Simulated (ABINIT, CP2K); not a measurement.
A CP2K input for a self-consistent single point of Cl2 (Cmce, 4 atoms in the cell) (DFT PBE, GPW, DZVP-MOLOPT-SR-GTH basis, GTH-PBE potentials (GTH_POTENTIALS)):

```
&GLOBAL
  PROJECT bulk
  RUN_TYPE ENERGY_FORCE
  PRINT_LEVEL LOW
&END GLOBAL
&FORCE_EVAL
  METHOD Quickstep
  STRESS_TENSOR ANALYTICAL
  &DFT
    BASIS_SET_FILE_NAME BASIS_MOLOPT
    POTENTIAL_FILE_NAME GTH_POTENTIALS
    &QS
      METHOD GPW
      EPS_DEFAULT 1E-11
    &END QS
    &MGRID
      CUTOFF 400
      REL_CUTOFF 40
      NGRIDS 5
    &END MGRID
    &SCF
      SCF_GUESS ATOMIC
      EPS_SCF 1E-6
      MAX_SCF 100
      ADDED_MOS 6
      &DIAGONALIZATION
        ALGORITHM STANDARD
      &END DIAGONALIZATION
      &MIXING
        METHOD BROYDEN_MIXING
        ALPHA 0.2
        NBUFFER 12
        BETA 1.5
      &END MIXING
      &SMEAR ON
        METHOD FERMI_DIRAC
        ELECTRONIC_TEMPERATURE [K] 232.09
      &END SMEAR
    &END SCF
    &KPOINTS
      SCHEME MONKHORST-PACK 9 9 4
      GAMMA_CENTERED T
    &END KPOINTS
    &XC
      &XC_FUNCTIONAL PBE
      &END XC_FUNCTIONAL
    &END XC
    &PRINT
      &MO
        EIGENVALUES T
        OCCUPATION_NUMBERS T
        NDIGITS 8
        FILENAME mo
        &EACH
          QS_SCF 0
        &END EACH
        ADD_LAST NUMERIC
      &END MO
      &MULLIKEN OFF
      &END MULLIKEN
    &END PRINT
  &END DFT
  &SUBSYS
    &CELL
      A 3.78135500 0.00000000 0.00000000
      B 1.63104100 3.41150300 0.00000000
      C 0.00000000 0.00000000 8.23435200
      PERIODIC XYZ
    &END CELL
    &COORD
      Cl       3.53510104     0.39068532     4.97972437
      Cl       1.87729496     3.02081768     3.25462763
      Cl       2.95245196     1.31506618     0.86254837
      Cl       2.45994404     2.09643682     7.37180363
    &END COORD
    &KIND Cl
      BASIS_SET DZVP-MOLOPT-SR-GTH-q7
      POTENTIAL GTH-PBE-q7
    &END KIND
  &END SUBSYS
  &PRINT
    &FORCES ON
    &END FORCES
    &STRESS_TENSOR ON
    &END STRESS_TENSOR
  &END PRINT
&END FORCE_EVAL
```

Give the ABINIT input for the same structure, mesh, smearing and functional.

One input that does it (others would too):

```
# Cl2, JTH v2.0 PBE PAW
pp_dirpath "./"
pseudos "Cl.GGA_PBE-JTH.xml"
acell 7.1457254058 7.1457254058 15.5606700938
rprim
         0.8459721359   -0.5332271047    0.0000000000
         0.8459721359    0.5332271047    0.0000000000
         0.0000000000    0.0000000000    1.0000000000
natom 4
ntypat 1
znucl 17
typat 1 1 1 1
xcart
         3.1989210000   -1.5545028382    4.9797243720
         3.1989210000    1.5545028382    3.2546276280
         3.1989210000   -0.4618181618    0.8625483720
         3.1989210000    0.4618181618    7.3718036280
      Angstrom
ecut 707 eV
pawecutdg 1415 eV
pawxcdev 0
occopt 3
tsmear 0.02 eV
nband 19
kptopt 1
ngkpt 9 9 4
nshiftk 1
shiftk 0 0 0
nstep 100
tolvrs 1.0e-10
prtwf 0
prtden 0
```

Basis settings and potentials, where a program has them, do not carry over. This input uses DFT, PBE, plane waves, PAW (JTH v2.0 PBE PAW).

The starting cell comes from a database of computed structures (which also holds hypothetical and non-ambient phases and stackings), without a prior relaxation at this level. For this run, on top of that: lattice scaled by 0.98.
